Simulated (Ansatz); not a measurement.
Response to strain in Ca

Consider Ca in the fcc (Cu type) structure (space group Fm-3m, No. 225; relaxed with 0.1 eV smearing).

```
CELL_PARAMETERS angstrom
      0.00000     2.72790     2.72790
      2.72790     0.00000     2.72790
      2.72790     2.72790     0.00000
ATOMIC_POSITIONS crystal
  Ca 0.00000 0.00000 0.00000
```

Cartesian axes are those of the cell as printed.

Strains are applied to the cell and any free atomic positions relax; under biaxial strain the out-of-plane vector relaxes too.

Computed with PBEsol (Ansatz, a first-principles code, PAW, without spin-orbit coupling).

Candidates:
(a) biaxial strain −1.00 %, plane normal [001], relaxed out of plane
(b) biaxial strain +3.00 %, plane normal [001], relaxed out of plane
(c) biaxial strain +0.50 %, plane normal [001], relaxed out of plane

### Question
Order them by out-of-plane strain, highest first.

### Answer
(a) biaxial strain −1.00 %, plane normal [001], relaxed out of plane (+1.34 %), (c) biaxial strain +0.50 %, plane normal [001], relaxed out of plane (-0.66 %), (b) biaxial strain +3.00 %, plane normal [001], relaxed out of plane (-4.52 %)

No phonon test of stability was made.
